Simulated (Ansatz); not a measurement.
## Response to strain in WS2

Start from WS₂ in the 2H-MoS2 type structure (space group P6_3/mmc, No. 194; layered, stacked along the Cartesian z axis).

```
WS2
1.0
    3.11489     0.00000     0.00000
   -1.55745     2.69758     0.00000
    0.00000     0.00000    11.77332
W S
2 4
Direct
  0.33333   0.66667   0.25000
  0.66667   0.33333   0.75000
  0.33333   0.66667   0.61646
  0.66667   0.33333   0.11646
  0.66667   0.33333   0.38354
  0.33333   0.66667   0.88354
```

Cartesian axes are those of the cell as printed.

Strains are applied to the cell and any free atomic positions relax; under stress the whole cell relaxes.

Method: PBEsol-D3(BJ) (Ansatz, an electronic-structure program), without spin-orbit coupling, earlier PAW set.

Notes on the quantities. pressure: mean of the normal stresses, compression positive.

| case | band gap | volume per atom | electron mass | pressure |
|---|---|---|---|---|
| base | 0.66 eV | 16.49 Å³ | 0.39 mₑ along c, 0.46 mₑ across (off the special points) | 0.00 GPa |
| isotropic strain +1.04 % | 0.74 eV | 17.01 Å³ | 0.43 mₑ along c, 0.52 mₑ across (off the special points) | -2.65 GPa |
| uniaxial strain ε_xx = +0.34 % | 0.66 eV | 16.54 Å³ | 0.39 mₑ along z, 0.48 mₑ across (off the special points) | -0.39 GPa |
| uniaxial strain ε_xx = +1.05 % | 0.67 eV | 16.66 Å³ | 0.40 mₑ along z, 0.49 mₑ across (off the special points) | -1.18 GPa |
| uniaxial stress, 2 GPa compression along x | 0.65 eV | 16.41 Å³ | 0.44 mₑ along x, 0.47 mₑ along y, 0.38 mₑ along z (off the special points) | – |
| tensor shear ε_yz = −0.90 % | 0.65 eV | 16.49 Å³ | 0.39 mₑ along z, 0.46 mₑ across (off the special points) | 0.04 GPa |
| uniaxial stress, 5 GPa compression along x | 0.64 eV | 16.29 Å³ | 0.43 mₑ along x, 0.46 mₑ along y, 0.38 mₑ along z (off the special points) | – |
| tensor shear ε_yz = +2.16 % | 0.64 eV | 16.48 Å³ | 0.45 mₑ along x, 0.48 mₑ along y, 0.38 mₑ along z (off the special points) | [?] |
| tensor shear ε_xz = +0.73 % | 0.66 eV | 16.49 Å³ | 0.38 mₑ along z, 0.48 mₑ across (off the special points) | 0.03 GPa |

Task: Some entries are withheld; estimate them.

Result: 
- tensor shear ε_yz = +2.16 %, pressure: 0.21 GPa

Spin-orbit coupling, missing from the scalar runs, can matter with W. Effective masses come from finite differences of ±0.01 Å⁻¹. Beyond what the load breaks, stability against distortions was not tested. k-point labels follow each cell's own Brillouin zone.
